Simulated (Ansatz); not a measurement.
System: O vacancy in monoclinic ZrO2 (neutral cell). The step: a nearby O atom hops onto the vacant site; the atom moves 2.69 Å along (-0.01, -0.14, -0.48) of the unit cell; the moving atom starts with neighbours O at 2.58, O at 2.60; Zr at 2.04, Zr at 2.08, Zr at 2.18 Å and ends with O at 2.56, O at 2.58; Zr at 2.06, Zr at 2.09, Zr at 2.14 Å. DFT values are from Ansatz (plane-wave PAW, 420 eV unless said) in a cell of 96 host sites, spin-restricted, static, with no finite-size correction. The charge state is imposed; whether it is stable for some Fermi level was not computed. Forms of the defect that were not tried may lie lower. The start lies 0.12 eV above the lowest site run (PBE). For the PBE band: the program found a first-order saddle point.

```tsv
Level	Forward barrier (eV)	Cost of the band or of the saddle's single point
CHGNet universal potential (has no charge state), its own band	0.55	-
PBE, the Γ point alone, band relaxed	1.41	very roughly 50 core-minutes
PBE, a 2×2×2 k-point mesh shifted by half a step, same geometries	1.43	about 9 core-minutes (a rough figure)
r2SCAN at 500 eV, the Γ point alone, same geometries	1.67	around 120 core-seconds (rough)
HSE06, Γ point alone, same geometries	1.86	around 20 core-minutes (rough)
```

Ansatz is a program for electronic structure.
